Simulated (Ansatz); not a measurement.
# Ansatz run on Nb (Im-3m, 1 atom in the cell): self-consistent single point

Method: PBE (plane waves, PAW; Ansatz, a first-principles code).

The input file:

Ansatz 0.2 input:
```yaml
crystal:
  lattice:
    - [-1.658250, 1.658250, 1.658250]
    - [1.658250, -1.658250, 1.658250]
    - [1.658250, 1.658250, -1.658250]
  atoms:
    - { symbol: Nb, position: [0.000000, 0.000000, 0.000000] }
basis:
  ecutwfc: 30.9 Ry
kpoints:
  mp_grid: { grid: [14, 14, 14] }
hamiltonian:
  xc: pbe
  pseudopotentials: { kind: paw }
scf:
  occupations: { method: fermi_dirac, width: 0.0073 Ry }
output:
  forces: true
  eigenvalues: true
  stress: true
```

The program printed (abridged):

```
WARN ansatz: RAYON_NUM_THREADS=1 ignored (pool sized by the plan → 1); use --threads N
Pseudopotentials: kind: paw
Pseudopotential: Nb, paw, valence charge 13
Crystal: 1 atoms, lattice volume = 18.239 Å³
Basis set: ecut = 420.4159175005146 eV, 369 PW (Γ), exchange–correlation on 40×40×40 points (8 copies of the dense FFT grid, shifted against one another)
Bands: 11, of which v1, the nominal top of the filled ones, is band 7 counted from 1 (6 counted from 0)
Symmetry: 48 space group operations
Space group: Im-3m (ITA 229), of the structure as read, at distance tolerance 2.6e-5 Å
k-points: 104 of 2744
Initial density: superposition of atomic densities (neutral atoms: chi_scale 0, normalization atom), corrected by the library's trained network
Initial wavefunctions: pseudopotential atomic-orbital guess
Eigensolver: davidson
Functional: x = pbe(κ = 0.804, μ = 0.2195149727645171), c = pbe(β = 0.06672455060314922)
SCF iter   1: F=—  HF=-4552.305975 eV  |F-HF|=—  |Δ(HF+E_count)|=         —  Δρ=3.72e-3  dr2=1.99e-3  ethr=1.77e-3  ⟨swp⟩=5.0  Hψ=6552  notcnv=0
all-band conjugate gradients solve this SCF's bands
preconditioner: auto → none
SCF iter   2: F=—  HF=-4552.305638 eV  |F-HF|=—  |Δ(HF+E_count)|=   3.37e-4  Δρ=1.51e-3  dr2=2.00e-4  ethr=1.53e-5  ⟨swp⟩=2.2  Hψ=2396  notcnv=0
SCF iter   3: F=—  HF=-4552.305651 eV  |F-HF|=—  |Δ(HF+E_count)|=   1.22e-5  Δρ=4.55e-4  dr2=2.00e-5  ethr=1.54e-6  ⟨swp⟩=1.0  Hψ=1138  notcnv=0
SCF iter   4: F=—  HF=-4552.305652 eV  |F-HF|=—  |Δ(HF+E_count)|=   1.69e-6  Δρ=3.36e-5  dr2=5.20e-8  ethr=1.54e-7  ⟨swp⟩=1.0  Hψ=1138  notcnv=0
iter 5 did not close the SCF: its close was put off for the readings that it lacked (scf_convergence_deferred on its scf_iter line)
SCF iter   5: F=-4552.305652 eV  HF=-4552.305652 eV  |F-HF|=8.46e-11  |Δ(HF+E_count)|=   5.09e-8  Δρ=3.00e-6  dr2=5.50e-10  ethr=4.00e-10  ⟨swp⟩=2.2  Hψ=1828  notcnv=0
SCF iter   6: F=-4552.305652 eV  HF=-4552.305652 eV  |F-HF|=1.27e-11  |Δ(HF+E_count)|=  6.64e-11  Δρ=6.53e-7  dr2=1.65e-11  ethr=4.23e-12  ⟨swp⟩=1.2  Hψ=3245  notcnv=0
SCF 1 converged in 6 iterations: F = -4552.305652 eV  dr2 = 1.65e-11
SCF converged after 6 iterations
Free energy (F): -4552.305652 eV
Harris-Foulkes:  -4552.305652 eV  (|F-HF|=1.27e-11)
Internal energy: -4552.254828 eV  (E = F + TS)
E sigma→0 (E₀):  -4552.280240 eV
Entropy (-TS):   -0.050825 eV (-50.825 meV/atom)
Fermi energy:    17.541821 eV
--- Per-component energies (eV) ---
  E_band       = -70.745416
  E_kinetic    = 394.775613
  E_local      = -700.723789  (includes V_loc(G=0)·N_el)
  E_nonlocal   = 119.845810
  E_hartree    = 218.004858
  E_xc         = -175.589140
  E_vxc        = -213.015488  (∫ρ·V_xc dr)
  E_paw        = -3073.392477  (= ΣΔE_a)
  E_vpaw       = -107.637297  (= ΣTr[D̂ρ^β])
  E_aug_tail   = 0.000006  (compensation charges beyond the density's cutoff)
  E_ewald      = -1335.175710
  E_smearing   = -0.050825  (= −TS)
  E_closure    = 0.000000  (closes the sum)
  Σ components = -4552.305652   (vs F -4552.305652, Δ=0.00e0)
--- Forces (eV/Å), atoms counted from 1 ---
  atom   1  Nb    -0.00000000    -0.00000000    -0.00000000
  max |Σ_I F_I| component: 1.95e-32 eV/Å
--- Stress (GPa, compression-positive) ---
       -0.530348       0.000000       0.000000
        0.000000      -0.530348       0.000000
        0.000000      -0.000000      -0.530348
  P = ⅓ Tr σ = -0.5303 GPa (-5.303 kbar)
  The stress holds the Pulay correction. Without it, at fixed plane waves, as pw.x and ABINIT print it: P = -0.5598 GPa
--- Band table (eV; the first three rows and the last of 104) ---
  k-point 0: bands = ["-36.8349", "-12.1734", "-12.1734", "-12.1734", "11.6330", "17.8861", "17.8861", "17.8861", "20.7541", "20.7541", "31.6215"]
  k-point 1: bands = ["-36.8236", "-12.2430", "-12.1946", "-12.1739", "11.8399", "17.7593", "17.8548", "18.0844", "20.5638", "20.7551", "31.7879"]
  k-point 2: bands = ["-36.7916", "-12.4349", "-12.2536", "-12.1755", "12.4139", "17.4259", "17.7098", "18.6669", "20.2434", "20.7738", "32.1241"]
  k-point 103: bands = ["-36.4356", "-13.0687", "-13.0687", "-13.0687", "13.8671", "13.8671", "23.0372", "23.0372", "23.0372", "26.4823", "26.4823"]
```

The run converged in 6 iterations.

The starting cell has typed, rounded lattice constants, without a prior relaxation at this level. Its lattice was rescaled by up to half a per cent. Spin polarisation is off. Ansatz's pressure includes its estimate of the finite-basis (Pulay) stress.
